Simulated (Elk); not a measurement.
Band structure of YPt2 (Fd-3m, 6 atoms in the cell).

```
YPt2
1.0
    0.00000     3.82539     3.82539
    3.82539     0.00000     3.82539
    3.82539     3.82539     0.00000
Y Pt
2 4
Cartesian
  3.82539   3.82539   3.82539
  5.73809   5.73809   5.73809
  0.95635   2.86905   2.86905
  2.86905   2.86905   0.95635
  2.86905   0.95635   2.86905
  0.95635   0.95635   0.95635
```

Level of theory: PBEsol, all-electron FP-LAPW, Elk's shipped species files, APW+lo basis with extra local orbitals (Elk 10.2.4).

Settings: xctype = 22; rgkmax = 8; stype = 0; swidth = 0.00367493 Ha; ngridk = 6 6 6; gmaxvr = 14 1/bohr; nxlo = 2; lorbcnd = true; lmaxi = 3.

The starting cell comes from a database of computed structures (which also holds hypothetical and non-ambient phases and stackings), without a prior relaxation at this level. Spin-orbit coupling is off. Spin polarisation is off. Values depend on the basis (sphere radii, cutoffs, local orbitals), which need not be converged.

Levels in eV from the Fermi level, bands 68 to 75:
| point | 68 | 69 | 70 | 71 | 72 | 73 | 74 | 75 |
|---|---|---|---|---|---|---|---|---|
| Γ | -0.97 | -0.36 | -0.36 | -0.36 | 0.61 | 0.62 | 0.62 | 0.62 |
| X | -1.70 | -1.62 | -1.62 | -0.13 | -0.13 | 1.77 | 1.77 | 2.26 |
| W | -2.28 | -1.13 | -1.13 | -0.10 | -0.10 | 1.58 | 1.58 | 1.75 |
| K | -2.04 | -1.47 | -1.10 | -0.29 | 0.29 | 1.43 | 1.51 | 2.08 |
| L | -1.46 | -1.46 | 0.52 | 0.61 | 0.64 | 0.64 | 1.11 | 1.11 |
| U | -2.04 | -1.47 | -1.10 | -0.29 | 0.29 | 1.43 | 1.51 | 2.08 |

Bands cross the Fermi level along this path, so the cell is metallic at this level.
